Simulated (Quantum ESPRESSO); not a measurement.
Worked example: self-consistent single point of HgTe (R3m, 2 atoms in the cell) in Quantum ESPRESSO.

Computed with PBEsol, GBRV 1.5 ultrasoft (PBESOL) pseudopotentials (plane waves; Quantum ESPRESSO 7.5).

```xyz
2
Lattice="0.0000 3.2138 3.2138 3.2138 0.0000 3.2138 3.2138 3.2138 0.0000" Properties=species:S:1:pos:R:3 pbc="T T T"
Hg     0.0289     0.0289     0.0289
Te     1.6069     1.6069     1.6069
```

Reference input (self-consistent single point, DFT, PBEsol, plane waves, GBRV 1.5 ultrasoft (PBESOL) pseudopotentials): ecutwfc = 40 Ry; ecutrho = 200 Ry; occupations = smearing; smearing = fd; degauss = 0.000734986 Ry; potentials = {Hg: hg_pbesol_v1.uspp.F.UPF, Te: te_pbesol_v1.uspp.F.UPF}; K_POINTS = automatic 6 6 6 0 0 0; conv_thr = 1e-10 Ry; mixing_beta = 0.7. This run's input differs from it in these lines:

```diff
@@ -16,3 +16,3 @@
  smearing = 'fd',
- degauss = 0.000734986,
+ degauss = 0.0036749,
 /
@@ -29,3 +29,3 @@
 K_POINTS automatic
-6 6 6  0 0 0
+7 7 7  0 0 0
 CELL_PARAMETERS angstrom
```

Output (repeated stretches shortened):

```
     Self-consistent Calculation

     iteration #  1     ecut=    40.00 Ry     beta= 0.70

     Threshold (ethr) on eigenvalues was too large:
     Diagonalizing with lowered threshold

     total energy              =    -133.95316077 Ry
     estimated scf accuracy    <       0.05037002 Ry

     iteration #  2     ecut=    40.00 Ry     beta= 0.70

     total energy              =    -133.96437681 Ry
     estimated scf accuracy    <       0.04348036 Ry

     iteration #  3     ecut=    40.00 Ry     beta= 0.70

     total energy              =    -133.97407653 Ry
     estimated scf accuracy    <       0.00047922 Ry

   [... 4 blocks of this kind left out ...]

     iteration #  8     ecut=    40.00 Ry     beta= 0.70

     total energy              =    -133.97419078 Ry
     estimated scf accuracy    <          1.9E-09 Ry

     iteration #  9     ecut=    40.00 Ry     beta= 0.70
     End of self-consistent calculation

     the Fermi energy is     6.2868 ev

!    total energy              =    -133.97419078 Ry
     estimated scf accuracy    <          1.8E-11 Ry
     smearing contrib. (-TS)   =      -0.00004920 Ry
     internal energy E=F+TS    =    -133.97414158 Ry

     convergence has been achieved in   9 iterations

     Forces acting on atoms (cartesian axes, Ry/au):

     atom    1 type  1   force =    -0.00549896   -0.00549896   -0.00549896
     atom    2 type  2   force =     0.00549896    0.00549896    0.00549896

     Total force =     0.013470     Total SCF correction =     0.000001

          total   stress  (Ry/bohr**3)                   (kbar)     P=       22.84
   0.00015524   0.00003567   0.00003567           22.84        5.25        5.25
   0.00003567   0.00015524   0.00003567            5.25       22.84        5.25
   0.00003567   0.00003567   0.00015524            5.25        5.25       22.84

   JOB DONE.
```

The run converged in 9 iterations. Against the reference run the free energy goes down by 4.3 meV/atom, the pressure hardly changes (2.33 to 2.28 GPa) and the largest force moves little (0.243 to 0.245 eV/Å). The full log also holds: “c_bands:  1 eigenvalues not converged”.

The starting cell has typed, rounded lattice constants, without a prior relaxation at this level. Its lattice was rescaled by up to half a per cent. One atom was moved a little off its site on purpose. Spin-orbit coupling is off. The run gives no clean gap (levels at the Fermi energy touch, overlap or are partly filled at this smearing), which alone does not show that the compound is a metal.
